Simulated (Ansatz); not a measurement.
The structure below was relaxed with PBE (Ansatz, a first-principles code, PAW, no spin-orbit coupling), at pressure 4.5 GPa.

```
CELL_PARAMETERS angstrom
     -1.64092     1.64092     1.64092
      1.64092    -1.64092     1.64092
      1.64092     1.64092    -1.64092
ATOMIC_POSITIONS crystal
  Nb 0.00000 0.00000 0.00000
```

Task: Find the space group and the Wyckoff positions.

Result: Space group Im-3m (No. 229); a = 3.282 Å, b = 3.282 Å, c = 3.282 Å, α = 90.00°, β = 90.00°, γ = 90.00°

```
atom  site  symmetry       x       y       z
----  ----  --------  ------  ------  ------
Nb      2a      m-3m  0.0000  0.0000  0.0000
```

Task: Describe the coordination.

Result: The crystal has 2 atoms in its conventional cell. Lattice parameters: a = b = c = 3.2818 Å, α = β = γ = 90.00°. Nb is coordinated by 8 Nb at 2.842 Å and 6 Nb at 3.282 Å. (Neighbours: up to the widest gap in distance over summed covalent radii, below 1.35, at either atom.)

Load acts through the strain it causes; cell and atoms are relaxed under it. Stability against distortions was not tested. The final runs are not spin-polarised. The cell was made from Nb in the bcc (W type) structure (space group Im-3m, No. 229) by this change: pressure 4.5 GPa.
